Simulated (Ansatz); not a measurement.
## Ru: response to strain

The parent structure is Ru in the hcp (Mg type) structure (space group P6_3/mmc, No. 194; a = 2.722 Å, c = 4.294 Å; relaxed with 0.1 eV smearing). Axes: x lies along a and z along c of the hexagonal cell.

Strains are applied to the cell and any free atomic positions relax.

Computed with Ansatz (a first-principles code), PBE, PAW, cutoff 420 eV, no spin-orbit coupling.

Notes on the quantities. energy relative to the base: free energy F.

```json
[
 {"uniaxial strain ε_zz (%)": "-3", "energy relative to the base (meV/atom)": "26.5"},
 {"uniaxial strain ε_zz (%)": "-2.5", "energy relative to the base (meV/atom)": "18.2"},
 {"uniaxial strain ε_zz (%)": "-2", "energy relative to the base (meV/atom)": "11.5"},
 {"uniaxial strain ε_zz (%)": "-1.5", "energy relative to the base (meV/atom)": "6.4"},
 {"uniaxial strain ε_zz (%)": "-1", "energy relative to the base (meV/atom)": "?"},
 {"uniaxial strain ε_zz (%)": "-0.5", "energy relative to the base (meV/atom)": "0.7"},
 {"uniaxial strain ε_zz (%)": "0", "energy relative to the base (meV/atom)": "0.0"}
]
```

Q: Fit ΔE = Aε² + Bε³ (ε in %) to the rows shown and predict the withheld row.

A: Least squares on the printed values gives A = 2.74 and B = -0.068 meV/atom (largest residual 0.0 meV/atom); this predicts 2.8 meV/atom, and the run gives 2.8 meV/atom, in agreement.

Stability against distortions was not tested. All final runs are without spin polarisation.
